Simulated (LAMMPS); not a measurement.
An MD run on a melt of Cu (fcc) with 50 % of Cu sites Ta, 2048 atoms, cooled from 3250 K to 300 K at 1e+12 K/s, at zero pressure.

Computed with classical MD, pair style eam/alloy, file CuTa.eam.alloy (LAMMPS).

Give the state found, the first peak of g(r), Cu-Ta, the coordination number of Cu by Ta, the volume per atom, the coordination number of Ta by Cu as this potential yields it.

state found: glass; first peak of g(r), Cu-Ta: 2.66 Å, height 5.1; coordination number of Cu by Ta: 7.87 (counted to 3.82 Å); volume per atom: 14.8 Å³/atom (one sample); coordination number of Ta by Cu: 7.87 (counted to 3.82 Å).
